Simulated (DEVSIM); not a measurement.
System: illuminated Si n-on-p cell, one wavelength, with a back-surface field, at 300 K.

Layer 1 from the left is Si, thickness (μm) 0.770, Nd (cm⁻³) 7e17, τn (s) 5.1e-9, τp (s) 1.7e-8, absorption coefficient (cm⁻¹) 1600. Layer 2 from the left is Si, thickness (μm) 130, Na (cm⁻³) 9.3e16, τn (s) 1.3e-7, τp (s) 1.3e-7, absorption coefficient (cm⁻¹) 1600. Layer 3 from the left is Si, thickness (μm) 0.960, Na (cm⁻³) 6.9e18, τn (s) 1.3e-7, τp (s) 1.3e-7, absorption coefficient (cm⁻¹) 1600.

Left contact: ohmic, minority hole recombination velocity 300 cm/s. Right contact: ohmic, minority electron recombination velocity 800 cm/s. Voltage is applied to the left contact. Recombination: SRH at mid-gap, radiative, Auger. Light enters at the left, 2.9e16 photons cm⁻² s⁻¹, one pass, no reflection. Mobility is μmin + (μ − μmin)/(1 + (N/Nref)^α).

Constants are typed, rounded textbook-type inputs, not results; the design itself was drawn at random and stands for no fabricated device. Values at 300 K.

Si: gap (eV) 1.124, affinity (eV) 4.05, permittivity 11.7, Nc (cm⁻³) 2.86e19, Nv (cm⁻³) 3.1e19, μn (cm²/Vs) 1417, μp (cm²/Vs) 470, μn,min 52, μp,min 45, Nref,n 9.7e16, Nref,p 2.2e17, αn 0.68, αp 0.72, B (cm³/s) 4.7e-15, Cn (cm⁶/s) 2.8e-31, Cp (cm⁶/s) 9.9e-32.

Model (solved in DEVSIM): 1D drift-diffusion, Boltzmann statistics, complete ionisation; no tunnelling, impact ionisation, image-force lowering or self-heating.

Q: What does the simulation give for the open-circuit voltage, the dark forward voltage at 100 A/cm², the fill factor?

A: open-circuit voltage 0.541 V; dark forward voltage at 100 A/cm² 1.027 V; fill factor 0.80.
